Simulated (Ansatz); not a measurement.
The structure below was relaxed with Kohn–Sham DFT with the PBEsol functional, run in Ansatz (a program for electronic structure) with PAW and 420 eV plane waves, without spin-orbit coupling.

```yaml
crystal:
  lattice:
    - [0.00000, 2.38393, 2.38393]
    - [2.38393, 0.00000, 2.38393]
    - [2.38393, 2.38393, 0.00000]
  atoms:
    - { symbol: As, position: [0.75000, 0.75000, 0.75000] }
    - { symbol: B, position: [0.00000, 0.00000, 0.00000] }
```

Find the space group and the Wyckoff positions.

Space group F-43m (No. 216); a = 4.768 Å, b = 4.768 Å, c = 4.768 Å, α = 90.00°, β = 90.00°, γ = 90.00°

```csv
atom,site,symmetry,x,y,z
As,4c,-43m,0.2500,0.2500,0.2500
B,4a,-43m,0.0000,0.0000,0.0000
```

No phonon test of stability was made. The cell was made from InAs by this change: In → B.
